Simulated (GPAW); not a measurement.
**GPAW run on Y₂Al₃Si₂ (C2/m, 7 atoms in the cell): self-consistent single point**

Computed with LDA (Perdew-Wang 92), GPAW PAW datasets LDA (gpaw-data 1.0.1) (plane waves; GPAW).

Input:

```python
from ase import Atoms
from ase.units import GPa
from gpaw import GPAW, PW

atoms = Atoms(['Y', 'Y', 'Al', 'Al', 'Al', 'Si', 'Si'],
              cell=[[5.063160, -2.014184, 0.000000],
                    [5.063160, 2.014184, 0.000000],
                    [-1.273929, 0.000000, 6.463052]],
              positions=[[2.983140, 0.000000, 4.381044],
                         [5.869251, -0.000000, 2.082008],
                         [5.925856, 0.000000, 5.610899],
                         [2.926535, -0.000000, 0.852153],
                         [0.000000, 0.000000, 0.000000],
                         [8.739324, 0.000000, 2.316940],
                         [0.113067, 0.000000, 4.146112]],
              pbc=True)

calc = GPAW(mode=PW(600),
            xc='LDA',
            kpts={'size': (6, 6, 4), 'gamma': True},
            occupations={'name': 'methfessel-paxton', 'width': 0.05, 'order': 0},
            nbands=-15,
            symmetry={'symmorphic': False, 'tolerance': 0.0005},
            maxiter=150)

atoms.calc = calc

energy = atoms.get_potential_energy()
print('Energy (eV):', round(energy, 6))
forces = atoms.get_forces()
print('Forces (eV/Ang):')
print(forces.round(5))
stress = atoms.get_stress()
print('Stress (GPa, Voigt):', (stress / GPa).round(4))
```

Output (repeated stretches shortened):

```
Input parameters:
  kpts: {gamma: True,
         size: (6, 6, 4)}
  maxiter: 150
  mode: {ecut: 600.0,
         name: pw}
  nbands: -15
  occupations: {name: methfessel-paxton,
                order: 0,
                width: 0.05}
  symmetry: {symmorphic: False,
             tolerance: 0.0005}

species:
  Y:
    name: Yttrium
    Z: 39.0
    valence: 11
    core: 28
    charge: 0.0
    file: Y.LDA.gz

    # Using partial waves for Y as LCAO basis

  Al:
    name: Aluminium
    Z: 13.0
    valence: 3
    core: 10
    charge: 0.0
    file: Al.LDA.gz

    # Using partial waves for Al as LCAO basis

  Si:
    name: Silicon
    Z: 14.0
    valence: 4
    core: 10
    charge: 0.0
    file: Si.LDA.gz

    # Using partial waves for Si as LCAO basis

Reference energy: -219428.463134  # eV

Spin-paired calculation

Convergence criteria:
 Maximum [total energy] change in last 3 cyles: 0.0005 eV / valence electron
 Maximum integral of absolute [dens]ity change: 0.0001 electrons / valence electron
 Maximum integral of absolute [eigenst]ate change: 4e-08 eV^2 / valence electron
 Maximum number of scf [iter]ations: 150

Symmetries present (total): 4
Symmetries with fractional translations: 0
144 k-points: 6 x 6 x 4 Monkhorst-Pack grid + [1/12,1/12,1/8]
47 k-points in the irreducible part of the Brillouin zone
       k-points in crystal coordinates                weights
   0:     0.00000000    0.00000000    0.00000000          1/144
   1:     0.00000000    0.00000000    0.25000000          2/144
   2:     0.00000000    0.00000000    0.50000000          1/144
   [... 7 lines left out ...]
          ...
  46:     0.50000000    0.50000000    0.50000000          1/144

Wave functions: Plane wave expansion
  Cutoff energy: 600.000 eV
  Number of coefficients (min, max): 4368, 4425
  Pulay-stress correction: 0.000000 eV/Ang^3 (de/decut=0.000000)

Occupation numbers: Methfessel-Paxton:
  width: 0.0500  # eV
  order: 0

Eigensolver

Densities:
  Coarse grid: 32*32*40 grid
  Fine grid: 64*64*80 grid
  Total Charge: 0.000000

Density mixing:
  Method: separate
  Backend: pulay
  Linear mixing parameter: 0.05
  old densities: 5
  Damping of long wavelength oscillations: 50

Hamiltonian:
  XC and Coulomb potentials evaluated on a 64*64*80 grid
  External potential:
    NoExternalPotential

Number of atoms: 7
Number of atomic orbitals: 46
Number of bands in calculation: 34
Number of valence electrons: 39
Bands to converge: occupied

Density initialized from atomic densities
  34 bands from LCAO basis set

Atomic positions and initial magnetic moments

Positions:
   0 Y      2.983140    0.000000    4.381044    ( 0.0000,  0.0000,  0.0000)
   1 Y      5.869251   -0.000000    2.082008    ( 0.0000,  0.0000,  0.0000)
   2 Al     5.925856    0.000000    5.610899    ( 0.0000,  0.0000,  0.0000)
   3 Al     2.926535   -0.000000    0.852153    ( 0.0000,  0.0000,  0.0000)
   4 Al     0.000000    0.000000    0.000000    ( 0.0000,  0.0000,  0.0000)
   5 Si     8.739324    0.000000    2.316940    ( 0.0000,  0.0000,  0.0000)
   6 Si     0.113067    0.000000    4.146112    ( 0.0000,  0.0000,  0.0000)

Unit cell:
           periodic     x           y           z      points  spacing
  1. axis:    yes    5.063160   -2.014184    0.000000    32     0.1167
  2. axis:    yes    5.063160    2.014184    0.000000    32     0.1167
  3. axis:    yes   -1.273929    0.000000    6.463052    40     0.1616

  Lengths:   5.449085   5.449085   6.587407
  Angles:  100.351821 100.351821  43.386477

Effective grid spacing dv^(1/3) = 0.1476

     iter     time        total  log10-change:
                         energy   eigst   dens
iter:   1 --:--:--   -39.466157
iter:   2 --:--:--   -39.435853   -1.58  -1.18
iter:   3 --:--:--   -39.268231   -1.41  -1.20
iter:   4 --:--:--   -39.238927   -2.98  -1.52
iter:   5 --:--:--   -39.249418   -2.31  -1.57
iter:   6 --:--:--   -39.249390c  -2.64  -1.98
iter:   7 --:--:--   -39.226415   -3.19  -2.13
iter:   8 --:--:--   -39.225502   -4.35  -2.37
iter:   9 --:--:--   -39.221738c  -3.69  -2.43
iter:  10 --:--:--   -39.221472c  -4.25  -2.95
iter:  11 --:--:--   -39.221438c  -5.80  -3.13
iter:  12 --:--:--   -39.221404c  -5.89  -3.24
iter:  13 --:--:--   -39.221403c  -6.11  -3.42
iter:  14 --:--:--   -39.221403c  -6.52  -3.48
iter:  15 --:--:--   -39.221399c  -6.89  -3.56
iter:  16 --:--:--   -39.221398c  -6.99  -3.79
iter:  17 --:--:--   -39.221398c  -7.51c -3.96
iter:  18 --:--:--   -39.221398c  -7.71c -4.08c

Converged after 18 iterations.

Dipole moment: (-0.000000, 0.000000, -0.000000) |e|*Ang

Energy contributions relative to reference atoms: (reference = -219428.463134)

Kinetic:        +30.973665
Potential:      -20.744538
External:        +0.000000
XC:             -49.041805
Entropy (-ST):   -0.003872
Local:           -0.406783
SIC:             +0.000000
--------------------------
Free energy:    -39.223334
Extrapolated:   -39.221398

Showing only first 2 kpts
 Kpt  Band  Eigenvalues  Occupancy
  0    17      6.25455    2.00000
  0    18      7.79654    0.00009
  0    19      7.80119    0.00005
  0    20      7.97997    0.00000

  1    17      6.69364    2.00000
  1    18      7.30414    2.00000
  1    19      8.23622    0.00000
  1    20      8.25642    0.00000

Fermi level: 7.65765

No gap
No difference between direct/indirect transitions
Energy (eV): -39.221398

Forces in eV/Ang:
  0 Y    -0.00100    0.00000   -0.07711
  1 Y     0.00100    0.00000    0.07711
  2 Al   -0.00724    0.00000   -0.06158
  3 Al    0.00724    0.00000    0.06158
  4 Al    0.00000    0.00000    0.00000
  5 Si   -0.07128    0.00000    0.08974
  6 Si    0.07128    0.00000   -0.08974

Stress tensor:
     0.016678     0.000000    -0.001768
     0.000000     0.020042     0.000000
    -0.001768     0.000000     0.017761
Stress (GPa, Voigt): [ 2.6721  3.211   2.8456  0.     -0.2833  0.    ]
```

The run converged in 18 iterations. GPAW prints stress with tension positive.

The starting cell comes from a database of computed structures (which also holds hypothetical and non-ambient phases and stackings), without a prior relaxation at this level. Its lattice was rescaled by a random factor within 2.5 % of one.

Cost on one core of a shared machine: roughly 3 min.
